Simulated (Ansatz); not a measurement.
The reference is HfO2 (space group P4_2/nmc, No. 137).

```yaml
crystal:
  lattice:
    - [3.57678, 0.00000, 0.00000]
    - [0.00000, 3.57678, 0.00000]
    - [0.00000, 0.00000, 5.20264]
  atoms:
    - { symbol: Hf, position: [0.00000, 0.00000, 0.00000] }
    - { symbol: Hf, position: [0.50000, 0.50000, 0.50000] }
    - { symbol: O, position: [0.00000, 0.50000, 0.19616] }
    - { symbol: O, position: [0.00000, 0.50000, 0.69616] }
    - { symbol: O, position: [0.50000, 0.00000, 0.30384] }
    - { symbol: O, position: [0.50000, 0.00000, 0.80384] }
```

Cartesian axes are those of the cell as printed.

The values are results of Ansatz (a program for electronic structure) r2SCAN, without spin-orbit coupling, not measurements.

For the base:

Smallest direct gap: 5.34 eV

Modification: a pure shear with ε_xy = ε_yx = -0.0089; the atoms relax in the strained cell.

### Question
What happens to the smallest direct gap and energy relative to the base?

### Answer
The smallest direct gap drops by 0.08 eV (5.34 eV → 5.26 eV); the energy increases by 2.0 meV/atom.

Spin-orbit coupling, missing from the scalar runs, can matter with Hf. Stability against distortions was not tested. This is not the structure that HfO2 has at room temperature and ambient pressure.
